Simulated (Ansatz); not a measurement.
The starting structures come from a database of crystals and need not be the phases stable at ambient conditions.

By PBEsol, the system below comes out a metal.

```
CELL_PARAMETERS angstrom
      4.60449     0.00000     0.00000
      0.00000     6.51173     0.00000
      2.30224     3.25587     2.30224
ATOMIC_POSITIONS crystal
  Ta 0.50000 0.75000 0.00000
  Ta 0.00000 0.50000 0.00000
  Be 0.75000 0.12500 0.00000
  Be 0.75000 0.62500 0.50000
  Be 0.25000 0.12500 0.00000
  Be 0.25000 0.12500 0.50000
```

Space group of this cell: Fd-3m, cubic Laves (MgCu2 type). The cell is taken as given; by PBEsol its mean pressure is -3.1 GPa.

The current flows along the normal of the first two printed cell vectors, the (110) plane of the conventional cell. No spin-orbit coupling; the value is a mean over 0.1 eV about the Fermi level.

Question: Give the ballistic conductance per area that PBEsol (Ansatz, a quantum-chemistry and plane-wave program) yields.

Answer: 0.46 × 10¹⁵ S/m² for both spins.
